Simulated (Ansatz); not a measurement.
The parent structure is ZnSe in the zinc blende structure (space group F-43m, No. 216; a = 5.6656 Å).

Structures relaxed with r2SCAN, PAW, 500 eV (Ansatz, a quantum-chemistry and plane-wave program; without spin-orbit coupling).

Base:

Simulated powder pattern, Cu Kα1, λ = 1.54056 Å (kinematic, ideal powder, no thermal factors, no anomalous dispersion; the 8 strongest lines at most, above 2 %, up to 2θ = 90°):

```json
[
 {"2θ (°)": "27.24", "I/Imax (%)": "100", "hkl": "(111)"},
 {"2θ (°)": "45.23", "I/Imax (%)": "73", "hkl": "(220)"},
 {"2θ (°)": "53.61", "I/Imax (%)": "44", "hkl": "(311)"},
 {"2θ (°)": "65.89", "I/Imax (%)": "12", "hkl": "(400)"},
 {"2θ (°)": "72.69", "I/Imax (%)": "17", "hkl": "(331)"},
 {"2θ (°)": "83.53", "I/Imax (%)": "23", "hkl": "(422)"},
 {"2θ (°)": "89.89", "I/Imax (%)": "13", "hkl": "(333)"}
]
```

Now apply this change: cell and atoms relaxed at a pressure of 10 GPa.

After the change:

Simulated powder pattern, Cu Kα1, λ = 1.54056 Å (kinematic, ideal powder, no thermal factors, no anomalous dispersion; the 8 strongest lines at most, above 2 %, up to 2θ = 90°):

```tsv
2θ (°)	I/Imax (%)	hkl
28.36	100	(111)
47.15	72	(220)
55.94	43	(311)
68.90	11	(400)
76.11	17	(331)
87.70	23	(422)
```

The indices refer to the base's conventional cell; one index is shown for lines that coincide.

Load acts through the strain it causes; cell and atoms are relaxed under it. Stability against distortions was not tested. Tetrahedral semiconductors of this kind turn to denser phases somewhere between about 1 and 50 GPa; those were not computed, so compressed cells here can lie past the real transition.
